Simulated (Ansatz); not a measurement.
Consider the following.

```yaml
crystal:
  lattice:
    - [0.00000, 2.84397, 2.84397]
    - [2.84397, 0.00000, 2.84397]
    - [2.84397, 2.84397, 0.00000]
  atoms:
    - { symbol: In, position: [0.00000, 0.00000, 0.00000] }
    - { symbol: P, position: [0.25000, 0.25000, 0.25000] }
```

All values below come from r2SCAN with spin-orbit coupling, rigid bands (plane waves, PAW; Ansatz, a program for electronic structure). Condition of this run: hydrostatic pressure 10 GPa (the target of the relaxation). Geometry: cell and atoms relaxed with r2SCAN, then loaded as said.

**Question.** Predict the electron conductivity mass (n e² τ/σ) at 300 K, by direction if it differs.

**Answer.** 0.127 mₑ.

**Question.** Predict the hole conductivity mass (n e² τ/σ) at 300 K, by direction if it differs.

**Answer.** 0.50 mₑ.

**Question.** And the band gap?

**Answer.** 1.65 eV at this level; semilocal functionals usually fall short of the measured gap.

Rigid bands, one relaxation time for all states, no polarons.
